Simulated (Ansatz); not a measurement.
Sn (model structure, started from the C6 type, Im-3m, No. 229, 6 atoms in the cell), treated with LDA in Ansatz (PAW).

Numerical settings: plane-wave cutoff 520 eV, 12×12×12 k mesh, Fermi–Dirac smearing 0.05 eV, scalar-relativistic PAW data made under PBE.

Cell (relaxed at this level):

```
CELL_PARAMETERS angstrom
     -3.99201     3.99201     3.99201
      3.99201    -3.99201     3.99201
      3.99201     3.99201    -3.99201
ATOMIC_POSITIONS crystal
  Sn 0.50000 0.75000 0.25000
  Sn 0.25000 0.50000 0.75000
  Sn 0.75000 0.50000 0.25000
  Sn 0.50000 0.25000 0.75000
  Sn 0.25000 0.75000 0.50000
  Sn 0.75000 0.25000 0.50000
```

Problem. Predict the bulk modulus.

Solution. 
bulk modulus: 34.3 GPa

The run finds no gap.

Note: the bulk modulus is −V dP/dV from two relaxed cells at ±2 % in volume; the relaxation could raise the start's symmetry but not lower it, so the cell can be a saddle point.

Spin–orbit coupling is not included.

The computed numbers hold no vibrational or temperature effects.

A model structure was made by putting elements into a prototype or built by hand; it is no filed structure, need not be a known phase, and can be a saddle point held by its symmetry.

Ansatz is a first-principles code.
